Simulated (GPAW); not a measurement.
**A short convergence ladder for LiHfSe₂ (P-3m1, 4 atoms in the cell)**

```
LiHfSe2
1.0
    3.71710     0.00000     0.00000
   -1.85855     3.21910     0.00000
    0.00000     0.00000     6.61936
Li Hf Se
1 1 2
Direct
  0.00000   0.00000   0.50000
  0.00000   0.00000   0.00000
  0.33333   0.66667   0.24830
  0.66667   0.33333   0.75170
```

Base method: LDA (Perdew-Wang 92), GPAW PAW datasets LDA (gpaw-data 1.0.1) (plane waves; GPAW 25.7.0).

Base settings: mode = pw; ecut = 550 eV; xc = LDA; kpts = 5 5 3; mesh shift (steps) = 0 0 0; occupations.name = fermi-dirac; occupations.width = 0.1 eV; nbands = -10; symmetry.symmorphic = false; symmetry.tolerance = 0.0005.

**The force threshold of a relaxation**

On LiHfSe₂ (P3m1, 4 atoms in the cell): one atom moved by 0.15 angstrom.

In this ladder: convergence.density = 1e-05 e/electron; optimizer = LBFGS.

The mesh stays at the base's, so the ladder's end is converged at best in this setting alone.

Only quantities that move along the ladder and can be compared are tabulated.

```csv
fmax,free energy less the last step's (meV/atom),largest force left (eV/Å),relaxation steps
0.2 eV/Å,1.15,0.1346,4
0.1 eV/Å,0.01,0.0357,7
0.05 eV/Å,0.01,0.0357,7
0.03 eV/Å,0.00,0.0016,8
0.02 eV/Å,0.00,0.0016,8
0.01 eV/Å,0.00,0.0016,8
0.005 eV/Å,0.00,0.0016,8
0.002 eV/Å,0.00,0.0016,8
0.001 eV/Å,0.00,0.0005,9
```

Coarsest fmax that holds the free energy within 0.1 meV/atom of the last step, with all finer ones: 0.1 eV/Å; the step before is off by 1.1 meV/atom.

Coarsest fmax that holds the largest force left within 0.02 eV/Å of the last step, with all finer ones: 0.03 eV/Å; the step before is off by 0.035 eV/Å.

On the base run: the starting cell comes from a database of computed structures (which also holds hypothetical and non-ambient phases and stackings), without a prior relaxation at this level. Its lattice was rescaled by up to half a per cent. In the base run, with a pressure of about -5 GPa the cell is away from its equilibrium volume at this level. Without a gap this mesh is coarse (it stands for a supercell whose shortest vector is 19 Å).
